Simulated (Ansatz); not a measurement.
# Point defect As on the Al site (As_Al) in wurtzite AlN

The numbers are results of PBE, PAW (plane waves to 420 eV; Ansatz, a first-principles code), not measurements. Cell: 96 sites, 3×2×2 repeats of a cell of 8 atoms; final energies on a 2×2×2 shifted mesh. Site at the start: the Al site. Charged cells carry a point-charge image correction with potential alignment at far atoms. Dielectric constants: PBE linear response of the host. Host gap at this level: 4.03 eV. A cell of this size leaves errors of a few tenths of an eV. PBE underestimates the host's gap, which shifts levels and can delocalise carriers. Spin–orbit coupling is left out. Each state is the lowest found from its start.

Formation energies E_f are given with the Fermi level at the valence-band maximum. Chemical conditions: Al-rich (Δμ(Al) = 0.00 eV, Δμ(As) = -0.97 eV, bounded by zinc-blende AlAs; only phases computed here count, gases as isolated molecules at 0 K). Reference phases: Al: fcc Al, As: rhombohedral As.

Charges with a result: +2, +1, 0, −1. Others weren't obtained, and one of them could lie lower, also by skipping a charge.

| charge | moment (μB) | largest move off a lattice site (Å) | image correction with alignment (eV) | E_f, Al-rich (eV) |
|---|---|---|---|---|
| +2 | not spin-polarised | 0.07 | 1.14 | 2.59 |
| +1 | 1.0 | 0.10 | 0.36 | 4.88 |
| 0 | not spin-polarised | 0.28 | 0.00 | 7.09 |
| −1 | 1.0 | 0.73 | 0.06 | 10.62 |

Transition levels above the valence-band maximum: ε(+2/+1) = 2.29 eV; ε(+1/0) = 2.21 eV; ε(0/−1) = 3.52 eV. On the lower envelope of the bound states, inside the gap: (+2/0) at 2.25 eV; (0/−1) at 3.52 eV; the others aren't thermodynamic.

Flagged in the runs: a host whose relaxation on this sampling wasn't shown to rest, a strain field that reaches the edge of the cell.
